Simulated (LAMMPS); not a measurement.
Simulation of Si (diamond structure), 1728 atoms, at 200 K and 0 GPa, heated as the crystal.

Model: classical MD, pair style tersoff/mod, file Si.tersoff.mod, run in LAMMPS.

```tsv
frequency (THz)	spectral density (1/THz)
1.115	0.0001
1.521	0.0047
1.926	0.0076
2.332	0.0093
2.737	0.0058
3.143	0.0120
3.548	0.0358
3.955	0.0261
4.360	0.0172
4.765	0.0659
5.171	0.0868
5.576	0.0661
5.982	0.1012
6.387	0.0886
6.793	0.0860
7.199	0.0912
7.604	0.0679
8.010	0.0676
8.415	0.0655
8.820	0.0277
9.226	0.0290
9.632	0.0270
10.04	0.0260
10.44	0.0386
10.85	0.0187
11.25	0.0709
11.66	0.0541
12.07	0.0257
12.47	0.0254
12.88	0.0459
13.28	0.0531
13.69	0.0509
14.09	0.0353
14.50	0.0410
14.90	0.0281
15.31	0.0316
15.72	0.0785
16.12	0.1932
16.53	0.2692
16.93	0.2105
17.34	0.1062
17.74	0.0519
18.15	0.0103
18.55	0.0012
18.96	0.0008
19.37	0.0006
19.77	0.0005
```

Read from the full data:
- state found: crystal; no diffusion seen in 30 ps
- mean frequency of the velocity spectrum: 11.7 THz
